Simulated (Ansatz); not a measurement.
```yaml
crystal:
  lattice:
    - [3.11452, 0.00000, 0.00000]
    - [-1.55726, 2.69725, 0.00000]
    - [0.00000, 0.00000, 4.92889]
  atoms:
    - { symbol: Hf, position: [0.33333, 0.66667, 0.75000] }
    - { symbol: Hf, position: [0.66667, 0.33333, 0.25000] }
```

Spin-orbit coupling is not included. The pressure is 5 GPa. The structure is held there; whether it is the stable one at that pressure was not tested.

Question: By how much do the lattice constants and the volume change from 300 K to 550 K (the quasi-harmonic free energy, PBEsol density-functional theory in Ansatz (plane waves, PAW)), and how far does the bulk modulus soften?

Answer: a by 0.09 %, c by 0.17 %, the volume by 0.35 %; B_T goes from 126 to 123 GPa. No phase change or melting is allowed for: the numbers belong to this structure as given.

The PAW data sets were generated under PBE and serve the other functionals too.

Ansatz is a program for electronic structure.
